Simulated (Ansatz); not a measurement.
How the smallest direct gap on the k points sampled of CuI (model structure, within 0.1 Å of P6₄22, No. 181, 6 atoms in the cell) moves with the method

No measured value is used here.

```csv
level (code),value (eV),cell (Å³/atom)
PBEsol (Ansatz),?,23.79
r²SCAN (Ansatz),1.65,25.08
r²SCAN+rVV10 (Ansatz),1.71,24.50
```

What belongs in the gaps?


- PBEsol (Ansatz, a quantum-chemistry and plane-wave program), value (eV): 1.19

At these levels the smallest gap is indirect and lower: PBEsol 0.65, r²SCAN 1.13, r²SCAN+rVV10 1.17 eV. Computed values are for a static lattice. Spin–orbit coupling is included only where a level's name says +SOC; with heavier elements it mostly lowers gaps and can invert bands.  Each level is taken at its own relaxed cell. Cutoffs differ between the levels. Ansatz's density-functional and Hartree–Fock values are scalar-relativistic unless marked +SOC, with PAW data made under PBE.

A model structure was made by putting elements into a prototype or built by hand; it is no filed structure, need not be a known phase, and can be a saddle point held by its symmetry.
